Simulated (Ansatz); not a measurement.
The starting structures come from a database of crystals and need not be the phases stable at ambient conditions.

 Where the default PAW files enter, the runs use the earlier of Ansatz's two default sets.

By PBEsol, the system below comes out a metal.

A figure of merit of an interconnect metal is its ballistic conductance per area.

Consider the following.

```xyz
8
Lattice="4.5494 0.0000 0.0000 0.0000 4.5494 0.0000 0.0000 0.0000 4.5494" Properties=species:S:1:pos:R:3 pbc="T T T"
Cr     3.4120     0.0000     2.2747
Cr     1.1373     0.0000     2.2747
Cr     2.2747     1.1373     0.0000
Cr     2.2747     3.4120     0.0000
Cr     0.0000     2.2747     3.4120
Cr     0.0000     2.2747     1.1373
Ge     0.0000     0.0000     0.0000
Ge     2.2747     2.2747     2.2747
```

Space group of this cell: Pm-3n, A15 (Cr3Si type). The cell is taken as given; by PBEsol its mean pressure is -3.4 GPa.

The current flows along the normal of the first two printed cell vectors, the (001) plane of the conventional cell. No spin-orbit coupling; the value is a mean over 0.1 eV about the Fermi level.

Question: Estimate the ballistic conductance per area that Ansatz (an electronic-structure program) with PBEsol returns for this system.

Answer: 0.93 × 10¹⁵ S/m² for both spins.
